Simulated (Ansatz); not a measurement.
Take HfO2 (space group Pca2_1, No. 29) as the base.

```
HfO2
1.0
    5.24666     0.00000     0.00000
    0.00000     5.03039     0.00000
    0.00000     0.00000     5.05948
Hf O
4 8
Cartesian
  0.17054   1.34325   1.25774
  5.07612   3.68714   3.78749
  2.79388   3.68714   1.25774
  2.45279   1.34325   3.78749
  1.92571   0.35215   0.55092
  3.32095   4.67825   3.08067
  4.54904   4.67825   0.55092
  0.69762   0.35215   3.08067
  1.21801   2.71085   5.05199
  4.02866   2.31954   2.52225
  3.84134   2.31954   5.05199
  1.40533   2.71085   2.52225
```

Level of theory: r2SCAN in Ansatz (plane waves to 500 eV, PAW, without spin-orbit coupling).

For the base:

The volume per atom is 11.13 Å³.

Modification: cell and atoms relaxed at a pressure of 9 GPa.

Q: What does the calculation give for the volume per atom after the change?

A: The volume per atom decreases by 0.41 Å³ (11.13 Å³ → 10.72 Å³).

Load acts through the strain it causes; cell and atoms are relaxed under it. No phonon test of stability was made. Competing high-pressure phases were not computed. This is not the structure that HfO2 has at room temperature and ambient pressure.

Ansatz is a first-principles code.
